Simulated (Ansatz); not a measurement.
ZnSe (F-43m) under hydrostatic pressure: hole conductivity mass by r2SCAN with spin-orbit coupling, rigid bands (plane waves, PAW; Ansatz, a first-principles code). The unloaded cell, whose axes the loads refer to:

```cif
data_Se4Zn4
_chemical_formula_sum 'Zn4 Se4'
_space_group_name_H-M_alt 'F-43m'
_space_group_IT_number 216
_space_group_name_Hall 'F -4 2 3'
_cell_length_a 5.66578
_cell_length_b 5.66578
_cell_length_c 5.66578
_cell_angle_alpha 90.000
_cell_angle_beta 90.000
_cell_angle_gamma 90.000
loop_
_atom_site_label
_atom_site_type_symbol
_atom_site_symmetry_multiplicity
_atom_site_Wyckoff_symbol
_atom_site_fract_x
_atom_site_fract_y
_atom_site_fract_z
_atom_site_occupancy
Zn1 Zn 4 a 0.00000 0.00000 0.00000 1
Se1 Se 4 c 0.25000 0.25000 0.25000 1
```
(The calculation used a cell of 2 atoms; values per cell refer to that cell.)

| hydrostatic pressure (GPa) | volume per atom (Å³) | hole conductivity mass (mₑ) |
|---|---|---|
| -2 | 23.50 | 0.714 |
| 0 | 22.73 | 0.683 |
| 2 | 22.09 | ? |
| 5 | 21.28 | 0.625 |
| 10 | 20.20 | 0.584 |

Q: Fit a straight line to ln(hole conductivity mass) against the load over the rows given, and predict the row at 2 GPa.

A: The means are x̄ = 3.250 GPa and ȳ = -0.4315; Σ(x − x̄)(y − ȳ) = -1.445 and Σ(x − x̄)² = 86.75, so the slope is -1.67 % per GPa, and the rows given lie within 0.93 % of the line. At 2 GPa the line gives 0.663 mₑ; the calculation gives 0.657 mₑ, 0.94 % from it.

Masses are for dilute carriers at 300 K, harmonic means over directions unless an axis is named. Stresses and pressures are the targets of the relaxation. The structure type is held at every load. Geometry: cell and atoms relaxed with r2SCAN.
